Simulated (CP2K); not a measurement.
A self-consistent single point of CdTe (P6_3mc, 4 atoms in the cell) with CP2K.

Level of theory: LDA (Pade form), GPW, DZVP-MOLOPT-SR-GTH basis, GTH-PADE potentials (GTH_POTENTIALS) (CP2K).

The change in words: lattice scaled by 0.98. Reference geometry:
```
CELL_PARAMETERS angstrom
      4.63327     0.00000     0.00000
     -2.31664     4.01253     0.00000
      0.00000     0.00000     7.60243
ATOMIC_POSITIONS crystal
  Cd 0.33333 0.66667 0.00036
  Cd 0.66667 0.33333 0.50036
  Te 0.33333 0.66667 0.37464
  Te 0.66667 0.33333 0.87464
```

Reference input (self-consistent single point, DFT LDA (Pade form), GPW, DZVP-MOLOPT-SR-GTH basis, GTH-PADE potentials (GTH_POTENTIALS)): CUTOFF = 500 Ry; REL_CUTOFF = 60 Ry; KPOINTS/SCHEME = MACDONALD 6 6 3 0.08333333333 0.08333333333 0; XC_FUNCTIONAL = PADE; Cd/BASIS_SET = DZVP-MOLOPT-SR-GTH; Cd/POTENTIAL = GTH-PADE-q12; Te/BASIS_SET = DZVP-MOLOPT-SR-GTH; Te/POTENTIAL = GTH-PADE-q6; METHOD = GPW; EPS_DEFAULT = 1e-10; NGRIDS = 5; SCF_GUESS = ATOMIC. This run's input differs from it in these lines:

```diff
@@ -58,4 +58,4 @@
     &CELL
-      ABC 4.63327000 4.63327041 7.60243000
-      ALPHA_BETA_GAMMA 90.00000000 90.00000000 119.99999705
+      ABC 4.54060500 4.54060451 7.45038100
+      ALPHA_BETA_GAMMA 90.00000000 90.00000000 119.99999629
       PERIODIC XYZ
```

Output (repeated stretches shortened):

```
 SCF WAVEFUNCTION OPTIMIZATION

  Step     Update method      Time    Convergence         Total energy    Change
     1 NoMix/Diag. 0.20E+00      -     1.24105423      -108.8055307681 -1.09E+02
     2 Broy./Diag. 0.20E+00      -     0.03786334      -109.4660915596 -6.61E-01
     3 Broy./Diag. 0.20E+00      -     0.06735482      -108.9636728806  5.02E-01
     4 Broy./Diag. 0.20E+00      -     0.00258084      -108.6466558349  3.17E-01
     5 Broy./Diag. 0.20E+00      -     0.00665944      -108.6309498245  1.57E-02
     6 Broy./Diag. 0.20E+00      -     0.00022203      -108.6384591604 -7.51E-03
   [... 2 lines left out ...]
     9 Broy./Diag. 0.20E+00      -     0.00003028      -108.6358676739 -2.04E-04
    10 Broy./Diag. 0.20E+00      -     0.00000194      -108.6360628594 -1.95E-04
    11 Broy./Diag. 0.20E+00      -     0.00000270      -108.6360558509  7.01E-06
    12 Broy./Diag. 0.20E+00      -     0.00000008      -108.6360462402  9.61E-06
  *** SCF run converged in    12 steps ***

  Overlap energy of the core charge distribution:               0.00000000408966
  Self energy of the core charge distribution:               -183.03826489169896
  Core Hamiltonian energy:                                     54.91258251663884
  Hartree energy:                                              36.12187646892772
  Exchange-correlation energy:                                -16.63224033811327

  Total energy:                                              -108.63604624015602

 ENERGY| Total FORCE_EVAL ( QS ) energy [hartree]           -108.636047079963760

 FORCES| Atomic forces [hartree/bohr]
 FORCES|   Atom     x               y               z               |f|
 FORCES|      1  4.25065249E-07 -2.59678688E-07  1.14829040E-04   1.14830120E-04
   [... lines left out ...]

 STRESS| Analytical stress tensor [bar]
 STRESS|                        x                   y                   z
 STRESS|      x        4.33640437766E+03   6.31335771793E-01  -4.54859261312E-08
 STRESS|      y        6.31335771793E-01   4.33722194646E+03   5.20867171475E-03
 STRESS|      z       -4.54859261312E-08   5.20867171475E-03   4.62442517134E+03
 STRESS| 1/3 Trace                                             4.43268383182E+03
```

The run converged in 12 iterations. Against the reference run the free energy drops by 11.2 meV/atom, the pressure goes from -2.03 to 0.44 GPa, the largest force moves little (0.004 to 0.006 eV/Å) and the gap on the mesh goes from 0.521 to 0.739 eV.

The starting cell comes from a database of computed structures (which also holds hypothetical and non-ambient phases and stackings), without a prior relaxation at this level. For this run, on top of that: lattice scaled by 0.98. Spin-orbit coupling is off. Values carry the incompleteness of an atom-centred basis.

Cost on one core of a shared machine: roughly 50 s.
